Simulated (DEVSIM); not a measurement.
Device: abrupt Si n-p junction, at 300 K.

Layer 1 from the left is Si, thickness (μm) 0.900, Nd (cm⁻³) 4.3e17, τn (s) 4.4e-7, τp (s) 4.4e-6. Layer 2 from the left is Si, thickness (μm) 0.350, Na (cm⁻³) 2.6e15, τn (s) 4.4e-7, τp (s) 4.4e-7.

Left contact: ohmic. Right contact: ohmic. Voltage is applied to the left contact. Recombination: SRH at mid-gap, Auger. Gap narrowing is on: ΔEg = 6.92 meV × (l + √(l² + 0.5)), l = ln(N/1.3e17 cm⁻³), shared equally by both band edges. Mobility is μmin + (μ − μmin)/(1 + (N/Nref)^α).

This is a model device: material constants are rounded textbook-type values typed into the input, and sizes, dopings and lifetimes were drawn at random. Values at 300 K.

Si: gap (eV) 1.124, affinity (eV) 4.05, permittivity 11.7, Nc (cm⁻³) 2.86e19, Nv (cm⁻³) 3.1e19, μn (cm²/Vs) 1417, μp (cm²/Vs) 470, μn,min 52, μp,min 45, Nref,n 9.7e16, Nref,p 2.2e17, αn 0.68, αp 0.72, Cn (cm⁶/s) 2.8e-31, Cp (cm⁶/s) 9.9e-32.

DEVSIM, 1D drift-diffusion, Boltzmann statistics, complete ionisation; no tunnelling, impact ionisation, image-force lowering or self-heating.

Task: What does the simulation give for the dark forward voltage at 1 A/cm², the largest field in the device at zero bias, the potential step across the device at zero bias?

Result: dark forward voltage at 1 A/cm² 0.444 V; largest field in the device at zero bias 40000 V/cm; potential step across the device at zero bias 0.764 V.
